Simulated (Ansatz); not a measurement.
Take Ag in the fcc (Cu type) structure (space group Fm-3m, No. 225; a = 4.1052 Å) as the base.

Computed with plane-wave PAW DFT at the r2SCAN level (Ansatz, a quantum-chemistry and plane-wave program, 500 eV), without spin-orbit coupling.

Before the change:

Volume per atom: 17.30 Å³

One thing is altered: cell and atoms relaxed at a pressure of 9 GPa.

Predict the new volume per atom.

The volume per atom falls by 1.20 Å³ (17.30 Å³ → 16.10 Å³).

Load acts through the strain it causes; cell and atoms are relaxed under it. Stability against distortions was not tested. No other phases were tried under pressure.
